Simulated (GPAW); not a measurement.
GPAW run on ZnSe (F-43m, 2 atoms in the cell): self-consistent single point.

Method: PBE, GPAW PAW datasets PBE (gpaw-data 1.0.1) (plane waves; GPAW).

```yaml
crystal:
  lattice:
    - [0.00000, 2.82027, 2.82027]
    - [2.82027, 0.00000, 2.82027]
    - [2.82027, 2.82027, 0.00000]
  atoms:
    - { symbol: Zn, position: [0.00000, 0.00000, 0.00000] }
    - { symbol: Se, position: [0.75000, 0.75000, 0.75000] }
```

Reference input (self-consistent single point, DFT PBE, plane waves, GPAW PAW datasets PBE (gpaw-data 1.0.1)): mode = pw; ecut = 850 eV; xc = PBE; kpts = 10 10 10; mesh shift (steps) = 0 0 0; occupations.name = fermi-dirac; occupations.width = 0.02 eV; nbands = -4; convergence.density = 1e-05 e/electron; convergence.energy = 1e-05 eV/electron; convergence.bands = -2; symmetry.symmorphic = false. This run's input differs from it in these lines:

```diff
@@ -14,3 +14,3 @@
             xc='PBE',
-            kpts={'size': (10, 10, 10), 'gamma': True},
+            kpts={'size': (6, 6, 6), 'gamma': True},
             occupations=FermiDirac(0.02),
```

Output (repeated stretches shortened):

```
     iter     time        total  log10-change:
                         energy   eigst   dens
iter:   1 --:--:--    -6.211159   +0.98
iter:   2 --:--:--    -6.245498   +0.43  -1.23
iter:   3 --:--:--    -6.088770   -0.66  -1.26
iter:   4 --:--:--    -6.113170   -1.13  -1.51
iter:   5 --:--:--    -6.101669   -1.55  -1.71
   [... 2 lines left out ...]
iter:   8 --:--:--    -6.086573   -2.24  -2.36
iter:   9 --:--:--    -6.087737   -2.67  -3.03
iter:  10 --:--:--    -6.086596   -3.82  -3.07
iter:  11 --:--:--    -6.086574   -4.09  -3.41
iter:  12 --:--:--    -6.086591c  -4.79  -3.42
iter:  13 --:--:--    -6.086578c  -5.27  -3.69
iter:  14 --:--:--    -6.086578c  -5.95  -3.74
iter:  15 --:--:--    -6.086636c  -4.62  -3.86
iter:  16 --:--:--    -6.086587c  -4.45  -3.71
iter:  17 --:--:--    -6.086576c  -6.12  -4.11
iter:  18 --:--:--    -6.086576c  -6.55  -4.67
iter:  19 --:--:--    -6.086576c  -7.75c -5.02c
Converged after 19 iterations.

Dipole moment: (3.626679, 3.626679, 3.626679) |e|*Ang

Energy contributions relative to reference atoms: (reference = -114964.858784)

Kinetic:        +13.947370
Potential:      -11.795378
External:        +0.000000
XC:              -8.198341
Entropy (-ST):   -0.000000
Local:           -0.040227
SIC:             +0.000000
--------------------------
Free energy:     -6.086576
Extrapolated:    -6.086576

Showing only first 2 kpts
 Kpt  Band  Eigenvalues  Occupancy
  0     7      4.03181    2.00000
  0     8      4.03181    2.00000
  0     9      5.38679    0.00000
  0    10      9.83618    0.00000

  1     7      3.32554    2.00000
  1     8      3.32554    2.00000
  1     9      7.38002    0.00000
  1    10      8.69963    0.00000

Fermi level: 4.49070

Gap: 1.355 eV
Transition (v -> c):
  (s=0, k=0, n=8, [0.00, 0.00, 0.00]) -> (s=0, k=0, n=9, [0.00, 0.00, 0.00])
No difference between direct/indirect transitions
Energy (eV): -6.086576

Forces in eV/Ang:
  0 Zn    0.00000   -0.00000    0.00000
  1 Se   -0.00000    0.00000   -0.00000

Stress tensor:
    -0.019386    -0.000000    -0.000000
    -0.000000    -0.019386     0.000000
    -0.000000     0.000000    -0.019386
Stress (GPa, Voigt): [-3.1059 -3.1059 -3.1059  0.     -0.     -0.    ]
```

The run converged in 19 iterations. GPAW prints stress with tension positive. Against the reference run the free energy goes up by 3.0 meV/atom, the pressure moves little (3.08 to 3.11 GPa) and the gap on the mesh hardly changes (1.357 to 1.355 eV).

The starting cell comes from a database of computed structures (which also holds hypothetical and non-ambient phases and stackings), without a prior relaxation at this level. Its lattice was rescaled by a random factor within 2.5 % of one. With a pressure of about 3 GPa the cell is away from its equilibrium volume at this level.

Cost on one core of a shared machine: roughly 30 s.
